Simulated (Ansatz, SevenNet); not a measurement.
For SiGe (model structure, started from the NiAs type, P6₃/mmc, No. 194, 4 atoms in the cell), the machine-learned potential SevenNet-0 (trained on PBE and PBE+U data) gives:

```
Item                  Result
-------------------  -------
lattice parameter a  3.635 Å
lattice parameter c  6.335 Å
```

**Question.** What does r²SCAN+rVV10 (PAW; Ansatz, a first-principles code) give for the same quantities?

**Answer.** 
- lattice constant a: 3.642 Å (rises by 0.2 %)
- lattice parameter c: 6.221 Å (falls by 1.8 %)

Changes are worked out from the printed values.

Unless a cell is named, each level is at its own relaxed cell (SevenNet-0 18.13, r²SCAN+rVV10 17.86 Å³/atom).

Ansatz's density-functional and Hartree–Fock values are scalar-relativistic unless marked +SOC, with PAW data made under PBE.

A model structure was made by putting elements into a prototype or built by hand; it is no filed structure, need not be a known phase, and can be a saddle point held by its symmetry.
